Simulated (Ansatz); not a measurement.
**What isotropic strain −1.00 % does to PbF2**

The parent structure is PbF2 in the fluorite structure (space group Fm-3m, No. 225; a = 5.899 Å).

One thing is altered: an isotropic linear strain of −1.00 %; the atoms relax in the strained cell.

Method: Ansatz (an electronic-structure program), PBEsol, PAW, cutoff 420 eV, no spin-orbit coupling. k-mesh 10×10×10 (Γ-centred); smearing 0.05 eV (Fermi–Dirac).

| quantity | base | changed | shift |
|---|---|---|---|
| space group | Fm-3m (No. 225) | Fm-3m (No. 225) | – |
| shortest interatomic distance | 2.554 Å | 2.529 Å | -0.0255 Å |
| energy relative to the base (free energy F) | 0 meV/atom | +3.8 meV/atom | +3.8 meV/atom |
| pressure | -0.1 kbar | 24.7 kbar | +24.8 kbar |
| band gap | 4.31 eV | 4.29 eV | -0.012 eV |
| gap character | indirect, W → X | indirect, W → X | – |
| smallest direct gap | 4.46 eV | 4.45 eV | -0.01 eV |
| mean gap deformation potential ΔEg/Δln V | – | +0.4 eV | – |
| width of the top valence band | 2.08 eV | 2.28 eV | +0.20 eV |
| valley order (the lowest conduction-band minima on the path, energy above the VBM, named in the base's zone) | X along ⟨100⟩ 4.31 eV; L along ⟨111⟩ 4.93 eV; a point along ⟨110⟩, about 0.6 Å⁻¹ from Γ 5.30 eV | X along ⟨100⟩ 4.29 eV; L along ⟨111⟩ 4.91 eV; a point along ⟨110⟩, about 0.6 Å⁻¹ from Γ 5.29 eV | – |

Cost of the whole job for the changed cell (relaxation, final SCF and bands): around 9 core-seconds (rough).

With Pb present, leaving out spin-orbit coupling can change the band edges. No phonon test of stability was made.
